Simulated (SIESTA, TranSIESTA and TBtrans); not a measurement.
Run with TranSIESTA and TBtrans (open boundaries, self-consistent; PseudoDojo norm-conserving potentials, scalar-relativistic): Spin polarized, PAO.BasisSize DZP, PAO.EnergyShift 0.15 eV, XC.Authors PBE, Mesh.Cutoff 200 Ry, ElectronicTemperature 300 K, TS.Voltage 0.0 eV, TBT.Elecs.Eta 0.001 eV.

System: Pt chain with one Cu atom in place of Pt. Leads: straight Pt chain, spacing 2.4 Å. Geometry: 3 atoms about the centre moved by SIESTA (PBE, DZP) to a largest force of 0.00 eV/Å, all others as built, motion along the axis alone.

Give the largest eigenchannel transmissions at the Fermi level (four at most) and the total.

Up: 0.95, 0.64, 0.64, 0.43 (total 2.66); down: 0.95, 0.64, 0.64, 0.43 (total 2.66). A magnetic start was tried, and the separate lead runs end without a moment. The straight chain is held at its spacing; free chains may zigzag or dimerise. Spin-orbit coupling, left out here, matters for the heavy atoms.
